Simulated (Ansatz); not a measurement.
Ansatz (a quantum-chemistry and plane-wave program), DFT, HSE06, plane waves, its default PAW files: MoS2 sheet, 1x1, 3 atoms. Basis and mesh were picked for this test and aren't claimed converged.

```yaml
cell: 3.16, 3.16, 17.13 Å; 90, 90, 120°
task: single point
k mesh: 9×9×1
hamiltonian.xc: hse06
kind_of_files: paw
scf.occupations.method: fixed
output.forces: true
memory maximum (--max-ram): 200GiB
accuracy: medium (default)
basis.precision: auto (default)
basis.xc_grid: 2 (default)
scf.eigensolver.kind: auto (default)
scf.mixing.algorithm: auto (default)
scf.mixing.preconditioner: auto (default)
scf.convergence.dr2_threshold: 1e-07 (default)
scf.lower_state_search: light (default)
k-points after symmetry: 12
bands_at_the_start: 17
electrons: 26
plane waves at Γ: 2841
cutoff (eV): 420
FFT grid: 24×24×120
symmetry_operations: 12
```

Hardware: Arm Neoverse V2, 96 cores on 1 socket, no SMT, 1 L3 cache group.

Each time is the median wall time of two to five repeats, run one at a time on the otherwise empty machine; start-up is included. Unless noted, each process is bound to its own block of adjacent cores. Build: release build for Arm (Neoverse V2), one process with threads. Other compilers and libraries give other times. Scratch files lie in a memory file system.

Started as
```bash
OMP_NUM_THREADS=32 ANSATZ_TIMINGS=1 ansatz run --backend cpu --threads 32 --max-ram 200GiB --events-out run.ndjson --runs-dir run.runs --progress --plain run.yaml
```
(32 threads, --max-ram 200GiB) it takes 3.5 s and 16 SCF iterations (all cycles of the run, searches included).

**Question.** Estimate the wall time with --max-ram 3060MiB.

**Answer.** About 4.9 s (3 runs within 1 %): 1.4× as long. The largest move is in closing solve of the bands: 0.22 s to 1.0 s. Change in the result: energy equal as printed, forces (largest component) equal as printed.

Keys are those of Ansatz 0.2.
